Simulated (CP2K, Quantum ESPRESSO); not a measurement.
# Pressure against volume in zinc-blende ZnSe (space group 216) (CP2K, PBE)

```yaml
crystal:
  lattice:
    - [3.93801, 0.00000, 0.00000]
    - [1.96900, 3.41041, 0.00000]
    - [1.96900, 1.13681, 3.21537]
  atoms:
    - { symbol: Zn, position: [0.00000, 0.00000, 0.00000] }
    - { symbol: Se, position: [0.75000, 0.75000, 0.75000] }
```

Level of theory: CP2K with PBE, GPW, DZVP-MOLOPT-PBE-GTH basis, GTH-PBE potentials (POTENTIAL_UZH). Settings: CUTOFF = 780 Ry; REL_CUTOFF = 50 Ry; SMEAR/METHOD = FERMI_DIRAC; ELECTRONIC_TEMPERATURE = 116.05 K; KPOINTS/SCHEME = MACDONALD 10 10 10 0.05 0.05 0.05; XC_FUNCTIONAL = PBE; Zn/BASIS_SET = DZVP-MOLOPT-PBE-GTH-q12; Zn/POTENTIAL = GTH-PBE-q12; Se/BASIS_SET = DZVP-MOLOPT-PBE-GTH-q6; Se/POTENTIAL = GTH-PBE-q6; METHOD = GPW; EPS_DEFAULT = 1e-11; NGRIDS = 5; SCF_GUESS = ATOMIC; EPS_SCF = 1e-07; MAX_SCF = 100. The cell above is the first row's. The rows scale it uniformly. In all rows fractional positions and the k mesh are held.

| V (Å^3/atom) | P (GPa) |
|---|---|
| 21.592 | 6.88 |
| 22.061 | 5.10 |
| 22.530 | 3.51 |
| 23.000 | 2.08 |
| 23.469 | 0.81 |
| 23.938 | -0.34 |
| 24.408 | -1.37 |
| 24.877 | -2.29 |
| 25.347 | ? |

Task: Fit P against V with a cubic, and predict the withheld value at V = 25.347.

Result: With u = V - 23.2, the rows have u = -1.6080, -1.1390, -0.6700, -0.2000, 0.2690, 0.7380, 1.2080, 1.6770. Least squares gives P = 1.519 - 2.7419·u + 0.3246·u² - 0.02667·u³. Residuals (row less fit): 0.002, -0.003, 0.000, -0.001, 0.006, -0.002, -0.003, 0.002; standard error 0.004 (degrees of freedom: 4). The fitted pressure is zero at V0 = 23.79, where dP/dV = -2.385, so B0 = -V0·dP/dV = 56.7 GPa. At the withheld row, u = 2.1470, so P = 1.519 - 2.7419 × 2.1470 + 0.3246 × 2.1470² - 0.02667 × 2.1470³ = -3.136 GPa. The calculation gives -3.11 GPa, 0.026 GPa above the prediction (0.3 % of the range of P in the table). The row lies outside the fitted rows, so this is an extrapolation. From the scatter of the fitted rows alone, a prediction at this place has a standard error of 0.010 GPa, so the miss is 2.5 times that.

Carrying the step between the two nearest rows on in a straight line would have given -3.21, off by 0.10; series whose last step already gives the withheld value aren't shown. The scan was laid around a cell of about the measured size, scaled by a guess for this functional. The runs keep the symmetry of the cell, so they don't test it for distortions. A plane-wave scan with the same functional (Quantum ESPRESSO, GBRV) gives V0 = 23.59 Å^3/atom and B0 = 56.6 GPa; a Birch-Murnaghan fit to all rows here lies 0.8 % from it in V0 and 0 % in B0; the two differ in basis, and may differ in potentials and mesh. Values carry the incompleteness of an atom-centred basis. Cutoffs and mesh are single choices, not tested for convergence of this quantity. Series with a scatter that would blur these digits, or in which a gap closes, are not shown.
